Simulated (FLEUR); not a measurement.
Worked example: self-consistent single point of Rb₂Te (Fm-3m, 3 atoms in the cell) in FLEUR.

Computed with LDA (Vosko-Wilk-Nusair), all-electron FLAPW (FLEUR), scalar-relativistic valence.

The change in words: lattice scaled by 0.98. Reference geometry:
```
Rb2Te
1.0
    0.00000     4.28111     4.28111
    4.28111     0.00000     4.28111
    4.28111     4.28111     0.00000
Rb Te
2 1
Direct
  0.25000   0.25000   0.25000
  0.75000   0.75000   0.75000
  0.00000   0.00000   0.00000
```

Reference input (self-consistent single point, DFT, LDA (Vosko-Wilk-Nusair), all-electron FLAPW (FLEUR), scalar-relativistic valence): Kmax = 3.8 1/bohr; GmaxXC = 15.2 1/bohr; xcFunctional = vwn; jspins = 1; l_soc = F; mode = hist; fermiSmearingEnergy = 0.00073499 Htr; mesh (inpgen div1-3) = 6 6 6; inpgen gamma flag = true; Gmax = 15.2 1/bohr; numbands = 0; maxIterBroyd = 40. This run's input differs from it in these lines:

```diff
@@ -3,5 +3,5 @@
 &input film=f /
-0.0000000000 8.0901159608 8.0901159608
-8.0901159608 0.0000000000 8.0901159608
-8.0901159608 8.0901159608 0.0000000000
+-0.0000000000 7.9283138305 7.9283138305
+7.9283138305 -0.0000000000 7.9283138305
+7.9283138305 7.9283138305 0.0000000000
 1.0
@@ -45,5 +45,5 @@
          <bravaisMatrix>
-            <row-1>    0.0000000000000000     8.0901159608000004     8.0901159608000004</row-1>
-            <row-2>    8.0901159608000004     0.0000000000000000     8.0901159608000004</row-2>
-            <row-3>    8.0901159608000004     8.0901159608000004     0.0000000000000000</row-3>
+            <row-1>    0.0000000000000000     7.9283138304999996     7.9283138304999996</row-1>
+            <row-2>    7.9283138304999996     0.0000000000000000     7.9283138304999996</row-2>
+            <row-3>    7.9283138304999996     7.9283138304999996     0.0000000000000000</row-3>
          </bravaisMatrix>
```

Output, abridged:

```
 Iteration:     1   Distance:       3.31518378 me/bohr^3
 Iteration:     2   Distance:       2.96688615 me/bohr^3
 Iteration:     3   Distance:       1.47838502 me/bohr^3
 Iteration:     4   Distance:       1.04736065 me/bohr^3
 Iteration:     5   Distance:       0.57695604 me/bohr^3
   [... 5 lines left out ...]
 Iteration:    11   Distance:       0.00033278 me/bohr^3
 Iteration:    12   Distance:       0.00033278 me/bohr^3
 Iteration:    13   Distance:       0.00005313 me/bohr^3
 Iteration:    14   Distance:       0.00000554 me/bohr^3
 Run finished successfully
 Stop message:
   Structural relaxation: Done

[file out, last iteration]
             iter=     15
[...]
          total density-effective poten   -2.0926775499E+04
          total charge density-energy d   -3.6515094547E+02
 Updated energy parameters for spin:           1
[...]
 fermi energy and band-weighting factors:
    0.314999    0.314999    0.392915

[...]
FERMIE:
          first approx. to ef    (T=0)  :   0.066559 htr   (energy of the highest occ. eigenvalue)
          number of occ. states  (T=0)  :        272
          first approx. to seigv (T=0)  : -19.446355 htr
          sum of weights of occ. states :  17.000000
          sum of semicore charge        :   0.000000 e
FERHIS:  Fermi-Energy by histogram:
          bandgap                     :   0.064169 htr
   [... lines left out ...]
          charge neutrality (T=0)     :   0.000000    (zero if the highest occ. eigenvalue is "entirely" occupied)
 Direct bandgap for spin            1 :    7.3902394081110406E-002  Htr
 ---->    free energy=                    -12747.3339173517 htr
   [... lines left out ...]
      extrapolation for T->0
 ---->    total electron energy=          -12747.3339173517 htr
 ***** TOTAL FORCES ON ATOMS *****
 TOTAL FORCE FOR ATOM TYPE=  1  X=  3.964   Y=  3.964   Z=  3.964
                       FX_TOT= 0.000000 FY_TOT= 0.000000 FZ_TOT= 0.000000
 TOTAL FORCE FOR ATOM TYPE=  2  X=  0.000   Y=  0.000   Z=  0.000
                       FX_TOT= 0.000000 FY_TOT= 0.000000 FZ_TOT= 0.000000
 Structural relaxation: Done
```

The run converged in 14 iterations. FLEUR gives forces in its relaxation mode, with a further iteration, so its stop message speaks of a relaxation. Against the reference run the free energy goes down by 18.4 meV/atom and the gap on the mesh goes from 1.655 to 1.746 eV.

The starting cell comes from a database of computed structures (which also holds hypothetical and non-ambient phases and stackings), without a prior relaxation at this level. For this run, on top of that: lattice scaled by 0.98. Spin-orbit coupling is off. Values depend on the basis (sphere radii, cutoffs, local orbitals), which need not be converged.

Cost on one core of a shared machine: roughly 2 min.
